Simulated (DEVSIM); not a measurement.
Device: Co/La2O3/SiO2/p-Si capacitor, at 300 K.

```csv
layer (left to right),material,thickness (nm),Na (cm⁻³)
1,La2O3,21.0,-
2,SiO2,0.930,-
3,Si,8300,4.8e15
```

Metal gate on the left, work function 5 eV. Fixed charge at the semiconductor interface -9.1e11 cm⁻² (in units of +e); interface traps 2.3e12 cm⁻² eV⁻¹, uniform in energy, neutral level at 0.3 of the gap above the valence band.

Constants are typed, rounded textbook-type inputs, not results; the design itself was drawn at random and stands for no fabricated device. Values at 300 K.

| parameter | La2O3 | SiO2 | Si |
|---|---|---|---|
| gap (eV) | 5.8 | 9 | 1.124 |
| affinity (eV) | 1.8 | 0.9 | 4.05 |
| permittivity | 27 | 3.9 | 11.7 |
| Nc (cm⁻³) | - | - | 2.86e19 |
| Nv (cm⁻³) | - | - | 3.1e19 |

Model (solved in DEVSIM): 1D Poisson equation in equilibrium, Boltzmann statistics, complete ionisation; no quantum confinement or tunnelling. Metal contacts follow the ideal Schottky-Mott rule: no Fermi-level pinning, no interface dipoles.

Base results: threshold voltage (band bending 2φF) (V) 1.17; minimum of the low-frequency capacitance (μF/cm²) 0.273; capacitance of the dielectric stack (μF/cm²) 0.871; flat-band voltage (V) 0.17.

### Question
What follows from this one change: substrate doping 4.8e+15 → 2.4e+15 cm^-3?

### Answer
threshold voltage (band bending 2φF) 1.17 → 1.13 V; minimum of the low-frequency capacitance little changed (0.269 μF/cm²); capacitance of the dielectric stack little changed (0.871 μF/cm²); flat-band voltage 0.17 → 0.20 V.

### Question
What follows from this one change: gate work function 5 → 4.7 eV?

### Answer
threshold voltage (band bending 2φF) 1.17 → 0.87 V; minimum of the low-frequency capacitance little changed (0.273 μF/cm²); capacitance of the dielectric stack little changed (0.871 μF/cm²); flat-band voltage 0.17 → -0.13 V.

### Question
What follows from this one change: La2O3 thickness 0.021 → 0.015 μm?

### Answer
threshold voltage (band bending 2φF) 1.17 → 1.07 V; minimum of the low-frequency capacitance 0.273 → 0.293 μF/cm²; capacitance of the dielectric stack 0.871 → 1.12 μF/cm²; flat-band voltage 0.17 → 0.15 V.
